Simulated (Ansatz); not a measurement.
Abridged Ansatz (a program for electronic structure) output:

```
Relaxation: its limit of steps is 50 (relax.max_steps)
Pseudopotential: Si, paw, valence charge 4
Pseudopotential: O, paw, valence charge 6
Crystal: 6 atoms, lattice volume = 46.975 Å³
Basis set: ecut = 420 eV, 929 PW (Γ), exchange–correlation on 60×60×40 points (8 copies of the dense FFT grid, shifted against one another)
Bands: 22, of which v1, the nominal top of the filled ones, is band 16 counted from 1 (15 counted from 0)
Symmetry: 16 space group operations
k-points: 105 of 768
Functional: x = pbe(κ = 0.804, μ = 0.2195149727645171), c = pbe(β = 0.06672455060314922)
SCF iter   1: F=—  HF=-3546.961985 eV  |F-HF|=—  |Δ(HF+E_count)|=         —  Δρ=3.25e-3  dr2=1.82e-3  ethr=1.77e-3  ⟨swp⟩=6.0  Hψ=12610  notcnv=0  defer=2
SCF iter   2: F=—  HF=-3546.962590 eV  |F-HF|=—  |Δ(HF+E_count)|=   6.05e-4  Δρ=1.54e-3  dr2=3.65e-4  ethr=5.70e-6  ⟨swp⟩=2.0  Hψ=4715  notcnv=0  defer=4
SCF 1 converged in 6 iterations: F = -3546.962681 eV  dr2 = 1.13e-8
relax step   1: F+E_penalty+E_count = -3546.96268133 eV  Δ(F+E_penalty+E_count) = +0.000e0 eV  max|allowed force component| = 2.543e-1 eV/Å  Δτ_max = 0.0000 Å  P = +7.403 GPa  Ω = 46.975 Å³  fix = [a, b, gamma]  reactions: a +10.776, b +10.776 GPa  (6 SCF iters, dr2 threshold 1.00e-7 eV, accepted)
[... steps on the carried basis left out ...]
relax step   6: F+E_penalty+E_count = -3546.97044982 eV  Δ(F+E_penalty+E_count) = -1.541e-5 eV  max|allowed force component| = 2.293e-5 eV/Å  Δτ_max = 0.0000 Å  P = +6.246 GPa  Ω = 47.015 Å³  energy of the carried Pulay correction = +1.511e-5 eV  fix = [a, b, gamma]  reactions: a +9.369, b +9.369 GPa  (3 SCF iters, dr2 threshold 3.47e-9 eV, accepted)
Crystal: 6 atoms, lattice volume = 47.015 Å³
SCF iter   1: F=—  HF=-3546.970490 eV  |F-HF|=—  |Δ(HF+E_count)|=         —  Δρ=3.01e-6  dr2=1.63e-9  ethr=1.54e-7  ⟨swp⟩=3.0  Hψ=18931  notcnv=0
SCF iter   2: F=—  HF=-3546.970423 eV  |F-HF|=—  |Δ(HF+E_count)|=   6.62e-5  Δρ=2.01e-6  dr2=9.81e-10  ethr=5.08e-12  ⟨swp⟩=3.2  Hψ=5677  notcnv=0
SCF 7 converged in 5 iterations: F = -3546.970423 eV  dr2 = 2.94e-13
SCF converged after 5 iterations
Free energy (F): -3546.970423 eV
Internal energy: -3546.970423 eV  (E = F + TS)
E sigma→0 (E₀):  -3546.970423 eV
Fermi energy:    13.156733 eV
--- Forces (eV/Å), atoms counted from 1 ---
  atom   1  Si    -0.00000000    -0.00000000     0.00000000
  atom   2  Si    -0.00000000     0.00000000     0.00000000
  atom   3  O      0.00002080     0.00002080     0.00000000
  atom   4  O      0.00002080    -0.00002080     0.00000000
  atom   5  O     -0.00002080     0.00002080     0.00000000
  atom   6  O     -0.00002080    -0.00002080     0.00000000
--- Stress (GPa, compression-positive) ---
        9.369427       0.000000       0.000000
        0.000000       9.369427       0.000000
        0.000000       0.000000      -0.001616
  P = ⅓ Tr σ = 6.2457 GPa (62.457 kbar)
--- Relaxed structure (5 steps of the walk, 5 accepted, 2 SCFs on fresh bases) ---
  cell:  # Å, volume = 47.0145 Å³
    - [4.1598318873, 0.0, 0.0]
    - [0.0, 4.1598318873, 0.0]
    - [0.0, 0.0, 2.7169437537397916]
  atoms:
    - { symbol: Si, position: [6.951143224122402e-20, 5.2135695242563296e-20, 0.0] }
    - { symbol: Si, position: [0.5, 0.5, 0.49999999999999994] }
    - { symbol: O, position: [0.3051502400359483, 0.3051502400359483, 0.0] }
    - { symbol: O, position: [0.8051502400359485, 0.1948497599640516, 0.49999999999999994] }
    - { symbol: O, position: [0.1948497599640516, 0.8051502400359485, 0.49999999999999994] }
    - { symbol: O, position: [0.6948497599640517, 0.6948497599640517, 0.0] }
```

Task: What was computed, and what are the main results?

Result: SiO2, 6 atoms in the cell, with plane-wave PAW DFT at the PBE level (Ansatz, 420 eV), scalar-relativistic without spin-orbit coupling. The last SCF converged to F = -3546.970423 eV, or -591.1617 eV per atom, at a pressure of 6.25 GPa. The total energy compares only with runs of the same code, potentials and settings.

The cells carry an imposed strain or load. Stability against distortions was not tested. The cell was made from SiO$_{2}$ in the rutile structure (space group P4_2/mnm, No. 136) by this change: biaxial strain −1.80 %, plane normal [001], relaxed out of plane.

Keys are those of Ansatz 0.2.
